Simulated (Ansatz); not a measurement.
WSe2, response to strain

Take WSe$_{2}$ (space group P6_3/mmc, No. 194; a = 3.279 Å, c = 12.786 Å; layered, stacked along the Cartesian z axis) as the base. Axes: x lies along a and z along c of the hexagonal cell.

Strains are applied to the cell and any free atomic positions relax.

Level of theory: PBE-D3(BJ) (Ansatz, a first-principles code, PAW, scalar-relativistic without spin-orbit coupling).

Notes on the quantities. energy relative to the base: free energy F.

```json
[
 {"case": "base", "largest internal atomic displacement": "–", "volume per atom": "19.84 Å³", "energy relative to the base": "0 meV/atom"},
 {"case": "uniaxial strain ε_zz = +0.60 %", "largest internal atomic displacement": "–", "volume per atom": "19.96 Å³", "energy relative to the base": "+0.1 meV/atom"},
 {"case": "uniaxial strain ε_zz = +1.20 %", "largest internal atomic displacement": "[?]", "volume per atom": "20.08 Å³", "energy relative to the base": "[?]"},
 {"case": "uniaxial strain ε_zz = +1.80 %", "largest internal atomic displacement": "0.027 Å", "volume per atom": "20.20 Å³", "energy relative to the base": "+1.2 meV/atom"},
 {"case": "uniaxial strain ε_zz = +2.40 %", "largest internal atomic displacement": "0.037 Å", "volume per atom": "20.32 Å³", "energy relative to the base": "+2.1 meV/atom"},
 {"case": "uniaxial strain ε_zz = +3.00 %", "largest internal atomic displacement": "0.046 Å", "volume per atom": "20.44 Å³", "energy relative to the base": "+3.1 meV/atom"}
]
```

**Question.** Complete the table.

**Answer.** 
- uniaxial strain ε_zz = +1.20 %, largest internal atomic displacement: 0.018 Å
- uniaxial strain ε_zz = +1.20 %, energy relative to the base: +0.6 meV/atom

Whether these cells are dynamically stable was not tested.
